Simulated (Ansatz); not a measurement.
Take MgO in the rock salt structure (space group Fm-3m, No. 225; a = 4.214 Å) as the base.

Perturbation: the cell is scaled by 0.9538 in all directions, atoms relaxed at fixed cell.

Levels (all Ansatz, a quantum-chemistry and plane-wave program, PAW): PBEsol (420 eV, spin-orbit coupling left out); r2SCAN (500 eV, no SOC); HSE06 (420 eV, without spin-orbit coupling).

One geometry, relaxed with PBEsol, under each level:

Notes on the quantities. hole mass: degenerate bands, along [100].

| level | band gap | lowest conduction level above the VBM at special points | electron mass | hole mass | pressure |
|---|---|---|---|---|---|
| PBEsol | 6.11 eV | Γ 6.11 eV; L 8.66 eV; X 9.07 eV; U 10.59 eV | 0.39 mₑ (at Γ) | 0.42, 1.9, 1.9 mₑ (at Γ) | 29.95 GPa |
| r2SCAN | 7.18 eV | Γ 7.18 eV; L 9.80 eV; X 10.20 eV; U 11.77 eV | 0.41 mₑ (at Γ) | 0.44, 1.9, 1.9 mₑ (at Γ) | 29.66 GPa |
| HSE06 | 8.11 eV | Γ 8.11 eV; L 10.72 eV; X 11.08 eV | – | – | – |

Single points use the geometry relaxed with PBEsol. Their cutoffs differ, which shifts pressures a little. The cells carry an imposed strain or load. Masses are band curvatures over ±0.01 Å⁻¹ around the edge. No phonon test of stability was made. The base started in Pnma and relaxed to Fm-3m at this level.
